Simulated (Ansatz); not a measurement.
# Band edges of zincblende CdTe (F-43m) under biaxial stress in the (001) plane

Cell and atoms are relaxed with PBEsol to each stress (compression positive); bands and masses by r2SCAN with spin-orbit coupling, rigid bands (plane waves, PAW; Ansatz, a program for electronic structure). Strains are changes of length against the unloaded cell.

```cif
data_Cd4Te4
_chemical_formula_sum 'Cd4 Te4'
_space_group_name_H-M_alt 'F-43m'
_space_group_IT_number 216
_space_group_name_Hall 'F -4 2 3'
_cell_length_a 6.48930
_cell_length_b 6.48930
_cell_length_c 6.48930
_cell_angle_alpha 90.000
_cell_angle_beta 90.000
_cell_angle_gamma 90.000
loop_
_atom_site_label
_atom_site_type_symbol
_atom_site_symmetry_multiplicity
_atom_site_Wyckoff_symbol
_atom_site_fract_x
_atom_site_fract_y
_atom_site_fract_z
_atom_site_occupancy
Cd1 Cd 4 a 0.00000 0.00000 0.00000 1
Te1 Te 4 d 0.75000 0.75000 0.75000 1
```
(The calculation used a cell of 2 atoms; values per cell refer to that cell.)

```json
[
 {"stress (GPa)": "-2.00", "strain [001] (%)": "-8.43", "strain [100] (%)": "5.87", "gap (eV)": "0.725", "mₑ* [001]": "0.087", "mₑ* [100]": "0.092", "mₕ* [001]": "0.180", "mₕ* [100]": "0.55"},
 {"stress (GPa)": "-1.50", "strain [001] (%)": "-5.89", "strain [100] (%)": "4.19", "gap (eV)": "0.803", "mₑ* [001]": "0.091", "mₑ* [100]": "0.094", "mₕ* [001]": "0.20", "mₕ* [100]": "0.54"},
 {"stress (GPa)": "-1.00", "strain [001] (%)": "-3.71", "strain [100] (%)": "2.68", "gap (eV)": "0.877", "mₑ* [001]": "0.094", "mₑ* [100]": "0.096", "mₕ* [001]": "0.26", "mₕ* [100]": "0.55"},
 {"stress (GPa)": "-0.50", "strain [001] (%)": "-1.75", "strain [100] (%)": "1.28", "gap (eV)": "0.944", "mₑ* [001]": "0.097", "mₑ* [100]": "0.098", "mₕ* [001]": "0.40", "mₕ* [100]": "0.57"},
 {"stress (GPa)": "0", "strain [001] (%)": "0", "strain [100] (%)": "0", "gap (eV)": "1.006", "mₑ* [001]": "0.099", "mₑ* [100]": "0.099", "mₕ* [001]": "0.54", "mₕ* [100]": "0.54"},
 {"stress (GPa)": "0.50", "strain [001] (%)": "1.61", "strain [100] (%)": "-1.20", "gap (eV)": "0.997", "mₑ* [001]": "0.101", "mₑ* [100]": "0.100", "mₕ* [001]": "0.59", "mₕ* [100]": "0.47"},
 {"stress (GPa)": "1.00", "strain [001] (%)": "3.09", "strain [100] (%)": "-2.33", "gap (eV)": "0.981", "mₑ* [001]": "0.102", "mₑ* [100]": "0.100", "mₕ* [001]": "0.61", "mₕ* [100]": "0.34"},
 {"stress (GPa)": "1.50", "strain [001] (%)": "4.47", "strain [100] (%)": "-3.39", "gap (eV)": "0.961", "mₑ* [001]": "0.103", "mₑ* [100]": "0.100", "mₕ* [001]": "0.59", "mₕ* [100]": "0.27"}
]
```

[001] is the normal of the loaded plane; [010] strains as [100]. Masses are conductivity masses at 300 K in electron masses.

Task: From the two loads next to zero, find the biaxial modulus and the ratio of out-of-plane to in-plane strain.

Result: Between -0.50 and 0.50 GPa the strain along [100] changes by -2.48 % and that along [001] by 3.36 %. The modulus is 1.00/0.0248 = 40 GPa and the ratio of the strains 1.35 (PBEsol, atoms relaxed). For a cubic (001) plane the ratio is 2C₁₂/C₁₁ and the modulus C₁₁ + C₁₂ − 2C₁₂²/C₁₁, which gives C₁₁ ≈ 53 GPa and C₁₂ ≈ 36 GPa.

Task: Is the response still linear at the largest tension?

Result: The modulus predicts 4.96 % at -2.00 GPa; the table has 5.87 %, so the crystal is softer there.

Task: How fast does the gap move on either side of zero load?

Result: Under tension, (0.944 − 1.006) eV over -0.50 GPa = 124 meV/GPa, or about -4.8 eV per unit strain; under compression, (0.961 − 1.006) eV over 1.50 GPa = -30 meV/GPa, or about 1.3 eV per unit strain. The two slopes part by 154 meV/GPa; gaps are resolved to about 0.01 eV, which allows 27 meV/GPa, so they differ, even in sign: the gap has a turning point near zero load.

Task: Take the carrier density and the relaxation time as fixed, so that ρ ∝ m*. What gauge factor (Δρ/ρ)/ε follows for current along [100] at the loads next to zero?

Result: holes at 0.50 GPa: (0.47/0.54 − 1)/-0.0120 ≈ 11. These are means over a finite load; the small-strain gauge factor differs, most where the load has already emptied the upper valleys or bands. Carriers and loads whose mass moves by under 12 % aren't resolved and aren't listed. The change of shape, which adds a term of order 1 to 2, and that of the scattering between valleys or bands are left out.

Masses are those of dilute carriers in rigid bands with one relaxation time, without polarons. Third decimals of gaps are kept for the arithmetic. Every relaxation keeps the zincblende phase (space group I-4m2 under this load), so a transition, a distortion that breaks the symmetry or fracture can't show.
